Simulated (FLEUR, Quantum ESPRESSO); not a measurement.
A FLEUR input for a self-consistent single point of CdSe (F-43m, 2 atoms in the cell) (DFT, PBE, all-electron FLAPW (FLEUR), scalar-relativistic valence):

Input of the input generator:

```
scf CdSe
&input film=f /
0.0000000000 0.7071067812 0.7071067812
0.7071067812 0.0000000000 0.7071067812
0.7071067812 0.7071067812 0.0000000000
8.1297370885
1.0 1.0 1.0

2
48 0.0000000000 0.0000000000 0.0000000000
34 0.7500000000 0.7500000000 0.7500000000

&comp jspins=1 /
&kpt div1=6 div2=6 div3=6 gamma=t /
&end /
```

```xml
<?xml version="1.0" encoding="UTF-8" standalone="no"?>
<fleurInput fleurInputVersion="0.39">
   <comment>
      scf CdSe                                                                                            
   </comment>
   <calculationSetup>
      <cutoffs Kmax="4.0" Gmax="20.0" GmaxXC="20.0" numbands="0"/>
      <scfLoop itmax="60" minDistance="0.00001" maxIterBroyd="15" imix="Anderson" alpha="0.05" precondParam="0.0" spinf="2.0"/>
      <coreElectrons ctail="T" frcor="F" kcrel="0" coretail_lmax="0"/>
      <xcFunctional name="pbe" relativisticCorrections="F"/>
      <magnetism jspins="1"/>
      <soc l_soc="F" theta="0.0" phi="0.0" spav="F"/>
      <expertModes spex="0" secvar="F"/>
      <geometryOptimization l_f="T" forcealpha="1.0" forcemix="BFGS" epsdisp="0.00001" epsforce="0.00001"/>
      <ldaU l_linMix="F" mixParam="0.05" spinf="1.0"/>
   </calculationSetup>
   <cell>
      <bzIntegration valenceElectrons="36.0" mode="hist" fermiSmearingEnergy="0.0001">
         <kPointListSelection listName="default-1"/>
         <!-- k-points included here -->
         <xi:include xmlns:xi="http://www.w3.org/2001/XInclude" href="kpts.xml"> </xi:include>
      </bzIntegration>
      <!-- symmetry operations included here -->
      <xi:include xmlns:xi="http://www.w3.org/2001/XInclude" href="sym.xml"> </xi:include>
      <bulkLattice scale="1.0">
         <bravaisMatrix>
            <row-1>    0.0000000000000000     5.7485922246514951     5.7485922246514951</row-1>
            <row-2>    5.7485922246514951     0.0000000000000000     5.7485922246514951</row-2>
            <row-3>    5.7485922246514951     5.7485922246514951     0.0000000000000000</row-3>
         </bravaisMatrix>
      </bulkLattice>
   </cell>
   <atomSpecies>
      <species name="Cadmium (Cd)" element="Cd" atomicNumber="48">
         <mtSphere radius="2.49" gridPoints="823" logIncrement="0.016"/>
         <atomicCutoffs lmax="7" lnonsphr="5"/>
         <electronConfig flipSpins="F">
            <coreConfig>(1s1/2) (2s1/2) (2p1/2) (2p3/2) (3s1/2) (3p1/2) (3p3/2) (3d3/2) (3d5/2)</coreConfig>
            <valenceConfig>(4s1/2) (4p1/2) (4p3/2) (5s1/2) (4d3/2) (4d5/2)</valenceConfig>
         </electronConfig>
         <energyParameters s="5" p="5" d="4" f="4"/>
         <lo type="SCLO" l="0" n="4" eDeriv="0"/>
         <lo type="SCLO" l="1" n="4" eDeriv="0"/>
         <lo type="SCLO" l="1" n="4" eDeriv="1"/>
         <lo type="SCLO" l="2" n="4" eDeriv="2"/>
         <lo type="SCLO" l="3" n="4" eDeriv="2"/>
      </species>
      <species name="Selenium (Se)" element="Se" atomicNumber="34">
         <mtSphere radius="2.12" gridPoints="701" logIncrement="0.018"/>
         <atomicCutoffs lmax="6" lnonsphr="4"/>
         <electronConfig flipSpins="F">
            <coreConfig>(1s1/2) (2s1/2) (2p1/2) (2p3/2) (3s1/2) (3p1/2) (3p3/2)</coreConfig>
            <valenceConfig>(3d3/2) (3d5/2) (4s1/2) (4p1/2) (4p3/2)</valenceConfig>
            <stateOccupation state="(4p1/2)" spinUp="0.6666666666667" spinDown="0.6666666666667"/>
            <stateOccupation state="(4p3/2)" spinUp="1.3333333333333" spinDown="1.3333333333333"/>
         </electronConfig>
         <energyParameters s="4" p="4" d="4" f="4"/>
         <lo type="SCLO" l="2" n="3" eDeriv="0"/>
         <lo type="SCLO" l="0" n="4" eDeriv="2"/>
         <lo type="SCLO" l="1" n="4" eDeriv="2"/>
         <lo type="SCLO" l="3" n="4" eDeriv="2"/>
      </species>
   </atomSpecies>
   <atomGroups>
      <atomGroup species="Cadmium (Cd)">
         <relPos label="                   1">.0000000000 .0000000000 .0000000000</relPos>
         <force calculate="T" relaxXYZ="TTT"/>
      </atomGroup>
      <atomGroup species="Selenium (Se)">
         <relPos label="                   2">-1.000/4.000 -1.000/4.000 -1.000/4.000</relPos>
         <force calculate="T" relaxXYZ="TTT"/>
      </atomGroup>
   </atomGroups>
   <output dos="F" band="F" slice="F">
      <checks vchk="F" cdinf="F"/>
      <bandDOS minEnergy="-.5*Htr" maxEnergy="0.5*Htr" sigma="0.015" storeEVData="T"/>
      <vacuumDOS vacdos="F" integ="F" star="F" nstars="0" locx1="0.0" locy1="0.0" locx2="0.0" locy2="0.0" nstm="0" tworkf="0.0"/>
      <unfoldingBand unfoldBand="F" supercellX="1" supercellY="1" supercellZ="1"/>
      <plotting iplot="0" polar="F">
         <plot TwoD="T" vec1="  1.0  0.0  0.0" vec2="  0.0  1.0  0.0" vec3="  0.0  0.0  1.0" zero="  0.0  0.0  0.0" file="plot"/>
      </plotting>
      <chargeDensitySlicing numkpt="0" minEigenval="0.0" maxEigenval="0.0" nnne="0" pallst="F"/>
      <specialOutput eonly="F"/>
      <magneticCircularDichroism mcd="F" energyLo="-10.0" energyUp="0.0"/>
   </output>
  <!-- We include the file relax.xml here to enable relaxations (see documentation) -->
  <xi:include xmlns:xi="http://www.w3.org/2001/XInclude" href="relax.xml"> <xi:fallback/> </xi:include>
</fleurInput>
```

Question: Give the Quantum ESPRESSO input for the same structure, mesh, smearing and functional.

Answer: This is the input that was run; spellings and numerical settings could be chosen otherwise.

```fortran
&CONTROL
    calculation = 'scf'
    prefix = 'cdse'
    outdir = './work'
    pseudo_dir = './'
    tprnfor = .true.
    tstress = .true.
/
&SYSTEM
    ibrav = 0
    nat = 2
    ntyp = 2
    ecutwfc = 45
    ecutrho = 360
    occupations = 'fixed'
    nbnd = 15
/
&ELECTRONS
    conv_thr = 1.0d-10
    mixing_beta = 0.4
/
ATOMIC_SPECIES
Cd   112.4140  Cd.pbe-dn-rrkjus_psl.0.3.1.UPF
Se    78.9710  Se_pbe_v1.uspp.F.UPF
CELL_PARAMETERS {angstrom}
   0.00000000     3.04202400     3.04202400
   3.04202400     0.00000000     3.04202400
   3.04202400     3.04202400     0.00000000
ATOMIC_POSITIONS {angstrom}
Cd    0.00000000    0.00000000    0.00000000
Se    4.56303600    4.56303600    4.56303600
K_POINTS {automatic}
6 6 6  0 0 0
```

Basis settings and potentials, where a program has them, do not carry over. This input uses DFT, PBE, plane waves, SSSP 1.1.2 efficiency (PBE) pseudopotentials. Both were run: gap on the mesh 0.606 eV in FLEUR and 0.580 in Quantum ESPRESSO.

On FLEUR: the starting cell comes from a database of computed structures (which also holds hypothetical and non-ambient phases and stackings), without a prior relaxation at this level. Its lattice was rescaled by a random factor within 2.5 % of one. Values depend on the basis (sphere radii, cutoffs, local orbitals), which need not be converged.

On Quantum ESPRESSO: the starting cell comes from a database of computed structures (which also holds hypothetical and non-ambient phases and stackings), without a prior relaxation at this level. Its lattice was rescaled by a random factor within 2.5 % of one.
